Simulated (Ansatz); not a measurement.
Band structure of KCoF₃ (Pm-3m, 5 atoms in the cell).

```yaml
crystal:
  lattice:
    - [4.12988, 0.00000, 0.00000]
    - [0.00000, 4.12988, 0.00000]
    - [0.00000, 0.00000, 4.12988]
  atoms:
    - { symbol: K, position: [0.00000, 0.00000, 0.00000] }
    - { symbol: Co, position: [0.50000, 0.50000, 0.50000], spin: 3.0 }
    - { symbol: F, position: [0.50000, 0.50000, 0.00000] }
    - { symbol: F, position: [0.00000, 0.50000, 0.50000] }
    - { symbol: F, position: [0.50000, 0.00000, 0.50000] }
```
(The spins are starting values, not results.)

Method: LDA (PW92), PAW files made with PBE (plane waves; Ansatz, a program for electronic structure).

Settings: basis.ecutwfc = 420 eV; kpoints.mp_grid.grid = 8 8 8; hamiltonian.xc = lda; hamiltonian.pseudopotentials = {kind: paw} (an earlier, softer set of the program's PAW files); magnetization.spin_polarized = true; scf.occupations.method = gaussian; scf.occupations.width = 0.05 eV; kpoints.band_path.npoints = 8.

The starting cell comes from a database of computed structures (which also holds hypothetical and non-ambient phases and stackings), without a prior relaxation at this level. Its lattice was rescaled by a random factor within 2.5 % of one. With one magnetic atom in the cell only a parallel order is possible.

Levels in eV from the Fermi level, bands 22 to 29 of the first spin channel:
```
point     22     23     24     25    26    27    28    29
-----  -----  -----  -----  -----  ----  ----  ----  ----
Γ      -2.77  -2.69  -2.69  -2.69  2.13  6.21  6.21  7.87
X      -2.68  -2.08  -2.08  -1.67  5.01  5.55  7.10  8.53
M      -2.08  -2.08  -1.86  -0.52  6.13  7.40  7.62  7.62
R      -1.84  -1.84  -0.52  -0.52  6.13  6.13  6.13  8.73
```

Bands cross the Fermi level along this path, so the cell is metallic at this level.

The net moment of the cell came out as 3.00 μB.

Keys are those of Ansatz 0.2.
